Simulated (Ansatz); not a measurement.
We consider Ti2GeC (P6₃/mmc, No. 194, 8 atoms in the cell; start mp-9958), described by r²SCAN in Ansatz (plane waves, PAW).

Run with plane-wave cutoff 560 eV, 24×24×6 k mesh (along the axes of the cell as run), Fermi–Dirac smearing 0.05 eV, no spin polarisation, scalar-relativistic PAW data made under PBE.

Cell (relaxed at this level):

```xyz
8
Lattice="3.0848 0.0000 0.0000 -1.5424 2.6715 0.0000 0.0000 0.0000 12.9095" Properties=species:S:1:pos:R:3 pbc="T T T"
Ti     1.5424     0.8905     7.6069
Ti     0.0000     1.7810     5.3026
Ti     0.0000     1.7810     1.1522
Ti     1.5424     0.8905    11.7574
Ge     1.5424     0.8905     3.2274
Ge     0.0000     1.7810     9.6821
C      0.0000     0.0000     6.4548
C      0.0000     0.0000     0.0000
```

Problem. Give the computed bulk modulus B0.

Solution. 
- bulk modulus B0 = 166 GPa

Note: the run has no spin polarisation, so it can have missed a magnetic state; the bulk modulus is −V dP/dV from two relaxed cells at ±2 % in volume; the relaxation could not lower the start's symmetry, so the cell can be a saddle point above a distorted one.

Computed values are for the static lattice.

A start named mp-… is a Materials Project structure, which need not be a measured phase.

Ansatz is a quantum-chemistry and plane-wave program.
